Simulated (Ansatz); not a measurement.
BAs (model structure, started from the WC type, P-6m2, No. 187, 2 atoms in the cell): cohesive energy by level of theory

No measured value is used here.

| level (code) | value (eV/atom) | cell (Å³/atom) |
|---|---|---|
| LDA (Ansatz) | ? | 12.16 |
| PBE (Ansatz) | 3.52 | 12.80 |
| PBEsol (Ansatz) | 4.02 | 12.39 |
| PBE-D3(BJ) (Ansatz) | ? | 12.31 |
| r²SCAN (Ansatz) | 3.35 | 12.71 |
| r²SCAN+rVV10 (Ansatz) | 3.54 | 12.62 |

### Question
Fill in the missing entries.

### Answer

- LDA (Ansatz, a program for electronic structure), value (eV/atom): 4.50
- PBE-D3(BJ) (Ansatz), value (eV/atom): 3.87

Each level is taken at its own relaxed cell. Cutoffs differ between the levels. Ansatz's density-functional and Hartree–Fock values are scalar-relativistic unless marked +SOC, with PAW data made under PBE.

A model structure was made by putting elements into a prototype or built by hand; it is no filed structure, need not be a known phase, and can be a saddle point held by its symmetry.
